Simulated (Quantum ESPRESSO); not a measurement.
Worked example: self-consistent single point of Mg2Au (Pnma, 12 atoms in the cell) in Quantum ESPRESSO.

Method: PBEsol, GBRV 1.5 ultrasoft (PBESOL) pseudopotentials (plane waves; Quantum ESPRESSO).

```
CELL_PARAMETERS angstrom
      6.19823     0.00000     0.00000
      0.00000     4.33762     0.00000
      0.00000     0.00000     8.49967
ATOMIC_POSITIONS crystal
  Mg 0.45884 0.25000 0.19442
  Mg 0.54116 0.75000 0.80558
  Mg 0.04116 0.75000 0.69442
  Mg 0.95884 0.25000 0.30558
  Mg 0.66563 0.75000 0.43998
  Mg 0.33437 0.25000 0.56002
  Mg 0.83437 0.25000 0.93998
  Mg 0.16563 0.75000 0.06002
  Au 0.26842 0.25000 0.87785
  Au 0.73158 0.75000 0.12215
  Au 0.23158 0.75000 0.37785
  Au 0.76842 0.25000 0.62215
```

Reference input (self-consistent single point, DFT, PBEsol, plane waves, GBRV 1.5 ultrasoft (PBESOL) pseudopotentials): ecutwfc = 40 Ry; ecutrho = 320 Ry; occupations = smearing; smearing = cold; degauss = 0.0073499 Ry; potentials = {Mg: mg_pbesol_v1.4.uspp.F.UPF, Au: au_pbesol_v1.uspp.F.UPF}; K_POINTS = automatic 5 6 3 1 1 1; conv_thr = 1e-10 Ry. This run's input differs from it in these lines:

```diff
@@ -16,3 +16,3 @@
   smearing = 'cold',
-  degauss = 0.0073499,
+  degauss = 0.002205,
 /
@@ -42,3 +42,3 @@
 K_POINTS {automatic}
-5 6 3  1 1 1
+4 5 3  1 1 1
```

Log, with long lists cut:

```
     Self-consistent Calculation

     iteration #  1     ecut=    40.00 Ry     beta= 0.70

     total energy              =   -1459.30638646 Ry
     estimated scf accuracy    <       2.28472805 Ry

     iteration #  2     ecut=    40.00 Ry     beta= 0.70

     total energy              =   -1459.77808493 Ry
     estimated scf accuracy    <       2.80662202 Ry

     iteration #  3     ecut=    40.00 Ry     beta= 0.70

     total energy              =   -1460.35908770 Ry
     estimated scf accuracy    <       0.01004704 Ry

   [... 8 blocks of this kind left out ...]

     iteration # 12     ecut=    40.00 Ry     beta= 0.70

     total energy              =   -1460.36593320 Ry
     estimated scf accuracy    <          1.3E-09 Ry

     iteration # 13     ecut=    40.00 Ry     beta= 0.70
     End of self-consistent calculation

     the Fermi energy is     9.0292 ev

!    total energy              =   -1460.36593320 Ry
     estimated scf accuracy    <          7.3E-11 Ry
     smearing contrib. (-TS)   =      -0.00006773 Ry
     internal energy E=F+TS    =   -1460.36586547 Ry

     convergence has been achieved in  13 iterations

     Forces acting on atoms (cartesian axes, Ry/au):

     atom    1 type  1   force =     0.00033796    0.00000000    0.00037919
     atom    2 type  1   force =    -0.00033796    0.00000000   -0.00037919
     atom    3 type  1   force =    -0.00033796    0.00000000    0.00037919
     atom    4 type  1   force =     0.00033796    0.00000000   -0.00037919
     atom    5 type  1   force =     0.00012164    0.00000000    0.00191965
   [... lines left out ...]

     Total force =     0.004054     Total SCF correction =     0.000007

          total   stress  (Ry/bohr**3)                   (kbar)     P=       -3.04
  -0.00000023   0.00000000   0.00000000           -0.03        0.00        0.00
   0.00000000   0.00005940   0.00000000            0.00        8.74        0.00
   0.00000000   0.00000000  -0.00012115            0.00        0.00      -17.82

   JOB DONE.
```

The run converged in 13 iterations. Against the reference run the free energy is nearly the same (within 1 meV/atom), the pressure stays near -0.30 GPa while the xx stress (positive for compression) goes from -1.28 to 0.00 GPa and the largest force goes from 0.037 to 0.049 eV/Å.

The starting cell comes from a database of computed structures (which also holds hypothetical and non-ambient phases and stackings), without a prior relaxation at this level.

Cost on one core of a shared machine: roughly 6 min.
